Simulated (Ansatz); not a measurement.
Input:

```yaml
crystal:
  lattice:
    - [0.00000, 2.63352, 2.63352]
    - [2.63352, 0.00000, 2.63352]
    - [2.63352, 2.63352, 0.00000]
  atoms:
    - { symbol: Si, position: [0.00000, 0.00000, 0.00000] }
    - { symbol: Si, position: [0.25000, 0.25000, 0.25000] }
```

No spin polarisation.

Level of theory: LDA/PAW in Ansatz (a program for electronic structure), no spin-orbit coupling. k-mesh 11×11×11 (Γ-centred); smearing 0.05 eV (Fermi–Dirac).

**Question.** What is the computed electron mass?

**Answer.** 0.93 mₑ along k, 0.18 mₑ across (off the special points).

**Question.** Predict the width of the top valence band.

**Answer.** 4.28 eV.

The levels and masses belong to the bands next to the band gap. The cells carry an imposed strain or load. Effective masses come from finite differences of ±0.01 Å⁻¹. Along k means along the line from Γ to the band edge. No phonon test of stability was made. The cell was made from Si in the diamond structure (space group Fd-3m, No. 227) by this change: isotropic strain −2.50 %.
